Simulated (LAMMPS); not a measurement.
Pressure dependence of Cu (fcc) at 810 K, from the crystal.

Method: classical MD, pair style meam, file library.meam (library.meam-Cu), run in LAMMPS.

```json
[
 {"P (GPa)": "0", "state": "crystal; no diffusion seen in 30 ps", "volume": "12.0273 ± 0.0005 Å³/atom", "coordination number": "12.0 (counted to 3.10 Å)"},
 {"P (GPa)": "2", "state": "crystal; no diffusion seen in 30 ps", "volume": "11.8428 ± 0.0003 Å³/atom", "coordination number": "12.0 (counted to 3.10 Å)"},
 {"P (GPa)": "5", "state": "crystal; no diffusion seen in 30 ps", "volume": "11.5924 ± 0.0003 Å³/atom", "coordination number": "12.0 (counted to 3.06 Å)"}
]
```

Caution: the potential MEAM library.meam-Cu is a first-neighbour MEAM set with a 4 Å cutoff, used here without a parameter file and away from the static properties it was fitted to.

Caution (rows 2; 5): a run this short can hold a crystal over, or a liquid under, the potential's own melting point, which these runs don't give.

Estimate the isothermal bulk modulus at zero pressure. A parabola P(ln V) through the three points gives −dP/d ln V = 120 GPa at zero pressure.

States go by the mean squared displacement: a species diffuses where it passes 1.5 Å², still rises and gives D over 1e-6 cm²/s; a crystal has left its structure where atoms lie 0.35 Å off their sites on average or a cubic box changes its shape by 3 %, or the axial ratios of another lie 8 % off the starting cell's, which the potential's own relaxation can also do.

The ± values are statistical; the model's systematic error is not in them.
